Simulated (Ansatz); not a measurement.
Consider interstitial Li in bixbyite In2O3 with all lengths changed by +1 %, charge state +1. The step: one Li atom jumps by itself; the atom moves 3.49 Å along (0.25, -0.03, 0.22) of the unit cell; the moving atom starts with neighbours 2 O at 1.85, 2 O at 2.10 Å and ends with 2 O at 1.85, 2 O at 2.10 Å. DFT values are from Ansatz (plane-wave PAW, 420 eV unless said) in a cell of 80 host sites, spin-restricted, static, with no finite-size correction. The charge state is imposed; whether it is stable for some Fermi level was not computed. Sites that were not tried may lie lower. For the PBE band: the saddle point's order was not checked.

```
Level                                                              Forward barrier (eV)  Cost of the band or of the saddle's single point
-----------------------------------------------------------------  --------------------  ------------------------------------------------
CHGNet universal potential (has no charge state), its own band                     0.29                                                 -
PBE, one k-point at (0.250, 0.250, 0.250), band relaxed                            0.50                      very roughly 30 core-minutes
PBE, a 2×2×2 k-point mesh shifted by half a step, same geometries                  0.50             about 6 core-minutes (a rough figure)
```

Ansatz is a program for electronic structure.
